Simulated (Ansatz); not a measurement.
**YPt3, response to strain**

The reference is YPt$_{3}$ in the Cu3Au type structure (space group Pm-3m, No. 221; a = 4.063 Å; relaxed with 0.1 eV smearing). Axes: x, y, z lie along the cube axes.

Strains are applied to the cell and any free atomic positions relax; under stress the whole cell relaxes.

Calculations: Kohn–Sham DFT with the PBEsol functional, run in Ansatz (a first-principles code) with PAW and 420 eV plane waves, no SOC.

Notes on the quantities. energy relative to the base: free energy F.

```csv
variant,space group,energy relative to the base,volume per atom
base,Pm-3m (No. 221),0 meV/atom,16.77 Å³
isotropic strain −2.33 %,Pm-3m (No. 221),+55 meV/atom,15.63 Å³
uniaxial strain ε_zz = +1.61 %,P4/mmm (No. 123),+3.7 meV/atom,17.04 Å³
"uniaxial stress, 5 GPa compression along x",P4/mmm (No. 123),(withheld),(withheld)
"uniaxial stress, 0.5 GPa tension along z",P4/mmm (No. 123),+0.1 meV/atom,16.79 Å³
"uniaxial stress, 8 GPa tension along z",P4/mmm (No. 123),+19 meV/atom,17.05 Å³
```

**Question.** What belongs in the blanks?

**Answer.** 
- uniaxial stress, 5 GPa compression along x, energy relative to the base: +7.7 meV/atom
- uniaxial stress, 5 GPa compression along x, volume per atom: 16.65 Å³

Stability under load was not tested beyond the relaxation. All final runs are without spin polarisation.
